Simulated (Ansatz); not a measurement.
Results of r²SCAN+rVV10 (PAW; Ansatz, a program for electronic structure) for ScF3 (within 0.1 Å of Pm-3m, No. 221, 4 atoms in the cell; start mp-559092).

Settings: plane-wave cutoff 500 eV, 10×10×10 k mesh, Fermi–Dirac smearing 0.05 eV, scalar-relativistic PAW data made under PBE.

Cell (relaxed at this level):

```
ScF3
1.0
    2.84356     1.64173     2.32232
   -2.84356     1.64173     2.32232
    0.00000    -3.28346     2.32232
Sc F
1 3
Cartesian
  0.00000   0.00000   0.00000
 -1.42072   2.46076   3.48348
 -1.42072  -2.46076   3.48348
  2.84145   0.00000   3.48348
```

Q: Predict the band gap.

A: 
band gap: 7.02 eV (on the SCF k mesh)

A start named mp-… is a Materials Project structure, which need not be a measured phase.
